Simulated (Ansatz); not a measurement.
Reference: Zr3N4 (Fd-3m), PBEsol, rigid bands (plane waves, PAW, scalar-relativistic; Ansatz, a quantum-chemistry and plane-wave program); axes and stresses refer to this cell.

```yaml
crystal:
  lattice:
    - [0.00000, 4.54154, 4.54154]
    - [4.54154, 0.00000, 4.54154]
    - [4.54154, 4.54154, 0.00000]
  atoms:
    - { symbol: Zr, position: [0.62500, 0.62500, 0.12500] }
    - { symbol: Zr, position: [0.62500, 0.12500, 0.62500] }
    - { symbol: Zr, position: [0.62500, 0.62500, 0.62500] }
    - { symbol: Zr, position: [0.12500, 0.62500, 0.62500] }
    - { symbol: Zr, position: [0.25000, 0.25000, 0.25000] }
    - { symbol: Zr, position: [0.00000, 0.00000, 0.00000] }
    - { symbol: N, position: [0.86706, 0.86706, 0.39882] }
    - { symbol: N, position: [0.38294, 0.85118, 0.38294] }
    - { symbol: N, position: [0.86706, 0.86706, 0.86706] }
    - { symbol: N, position: [0.85118, 0.38294, 0.38294] }
    - { symbol: N, position: [0.86706, 0.39882, 0.86706] }
    - { symbol: N, position: [0.38294, 0.38294, 0.85118] }
    - { symbol: N, position: [0.39882, 0.86706, 0.86706] }
    - { symbol: N, position: [0.38294, 0.38294, 0.38294] }
```

The electron conductivity mass is 0.29 mₑ. The Seebeck coefficient, p-type 1e19 cm⁻³ is 419 μV/K and the Seebeck coefficient, n-type 1e19 cm⁻³ comes out as -215 μV/K.

**Question.** Change: spin-orbit coupling switched on. What happens to electron conductivity mass, Seebeck coefficient, p-type 1e19 cm⁻³, Seebeck coefficient, n-type 1e19 cm⁻³?

**Answer.** electron conductivity mass moves little, to 0.29 mₑ; Seebeck coefficient, p-type 1e19 cm⁻³ moves little, to 421 μV/K; Seebeck coefficient, n-type 1e19 cm⁻³ moves little, to -215 μV/K.

Masses are for dilute carriers at 300 K, harmonic means over directions unless an axis is named. Seebeck coefficients are for the stated density at 300 K, with one relaxation time for all states and whether or not that doping can be reached. Spin-orbit coupling is left out unless a row names it. 

Computed structure with no diffraction record at hand here (it may be known, metastable or hypothetical): Zr3N4 (Fd-3m).
